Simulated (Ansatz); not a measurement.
Ansatz (a first-principles code) run on HfPt3 (P4mm, 4 atoms in the cell): self-consistent single point.

Level of theory: LDA (PW92), default PAW files made with PBE (plane waves; Ansatz).

```yaml
crystal:
  lattice:
    - [4.02246, 0.00000, 0.00000]
    - [0.00000, 4.02246, 0.00000]
    - [0.00000, 0.00000, 4.02246]
  atoms:
    - { symbol: Hf, position: [0.00000, 0.00000, 0.01243] }
    - { symbol: Pt, position: [0.50000, 0.50000, 0.00000] }
    - { symbol: Pt, position: [0.00000, 0.50000, 0.50000] }
    - { symbol: Pt, position: [0.50000, 0.00000, 0.50000] }
```

Reference input (self-consistent single point, DFT, LDA (PW92), plane waves, default PAW files made with PBE): basis.ecutwfc = 420 eV; kpoints.mp_grid.grid = 8 8 8; hamiltonian.xc = lda; hamiltonian.pseudopotentials = {kind: paw} (the program's default PAW files); scf.occupations.method = gaussian; scf.occupations.width = 0.1 eV. This run's input differs from it in these lines:

Ansatz 0.2 input:
```diff
@@ -14,3 +14,3 @@
 kpoints:
-  mp_grid: { grid: [8, 8, 8] }
+  mp_grid: { grid: [13, 13, 13] }
 hamiltonian:
@@ -19,3 +19,3 @@
 scf:
-  occupations: { method: gaussian, width: 0.1 }
+  occupations: { method: fermi_dirac, width: 0.02 }
 output:
```

Output, abridged:

```
SCF iter   1: F=—  HF=-52216.146904 eV  |F-HF|=—  |Δ(HF+E_count)|=         —  Δρ=6.44e-3  dr2=8.26e-3  ethr=1.77e-3  ⟨swp⟩=6.0  Hψ=29984  notcnv=0  defer=3
all-band conjugate gradients solve this SCF's bands
preconditioner: auto → Resta (q_TF=auto, 2.824 Å⁻¹)
SCF iter   2: F=—  HF=-52216.148450 eV  |F-HF|=—  |Δ(HF+E_count)|=   1.55e-3  Δρ=3.47e-3  dr2=2.56e-3  ethr=1.03e-5  ⟨swp⟩=2.0  Hψ=14808  notcnv=0  defer=80
   [... lines left out ...]
SCF iter   4: F=—  HF=-52216.147984 eV  |F-HF|=—  |Δ(HF+E_count)|=   1.93e-5  Δρ=1.47e-4  dr2=8.58e-6  ethr=5.39e-8  ⟨swp⟩=2.0  Hψ=15708  notcnv=0  defer=80
SCF iter   5: F=—  HF=-52216.147978 eV  |F-HF|=—  |Δ(HF+E_count)|=   6.21e-6  Δρ=5.64e-5  dr2=2.51e-6  ethr=1.07e-8  ⟨swp⟩=2.0  Hψ=12983  notcnv=0  defer=80
SCF iter   6: F=—  HF=-52216.147977 eV  |F-HF|=—  |Δ(HF+E_count)|=   7.23e-7  Δρ=1.56e-5  dr2=2.26e-7  ethr=3.14e-9  ⟨swp⟩=2.1  Hψ=11725  notcnv=0  defer=80
SCF iter   7: F=-52216.147977 eV  HF=-52216.147977 eV  |F-HF|=2.50e-9  |Δ(HF+E_count)|=   5.92e-8  Δρ=2.10e-6  dr2=2.76e-9  ethr=1.25e-10  ⟨swp⟩=7.1  Hψ=33339  notcnv=0
SCF 1 converged in 7 iterations: F = -52216.147977 eV  dr2 = 2.76e-9
Free energy (F): -52216.147977 eV
Internal energy: -52216.147548 eV  (E = F + TS)
E sigma→0 (E₀):  -52216.147763 eV
Entropy (-TS):   -0.000429 eV (-0.107 meV/atom)
Fermi energy:    23.602727 eV
--- Forces (eV/Å), atoms counted from 1 ---
  atom   1  Hf    -0.00000000     0.00000000    -0.28866352
  atom   2  Pt     0.00000000     0.00000000     0.02215041
  atom   3  Pt     0.00000000     0.00000000     0.13325459
  atom   4  Pt     0.00000000     0.00000000     0.13325459
--- Stress (GPa, compression-positive) ---
      -11.670648       0.000000       0.000000
        0.000000     -11.670648       0.000000
        0.000000       0.000000     -11.610011
  P = ⅓ Tr σ = -11.6504 GPa (-116.504 kbar)
  The stress holds the Pulay correction. Without it, at fixed plane waves, as pw.x and ABINIT print it: P = -11.6965 GPa
```

The run converged in 7 iterations. Against the reference run the free energy falls by 2.0 meV/atom, the pressure hardly changes (-11.63 to -11.65 GPa) and the largest force hardly changes (0.288 to 0.289 eV/Å).

The starting cell comes from a database of computed structures (which also holds hypothetical and non-ambient phases and stackings), without a prior relaxation at this level. Its lattice was rescaled by up to half a per cent. One atom was moved a little off its site on purpose. Spin polarisation is off. With a pressure of about -12 GPa the cell is away from its equilibrium volume at this level. Ansatz's pressure includes its estimate of the finite-basis (Pulay) stress.
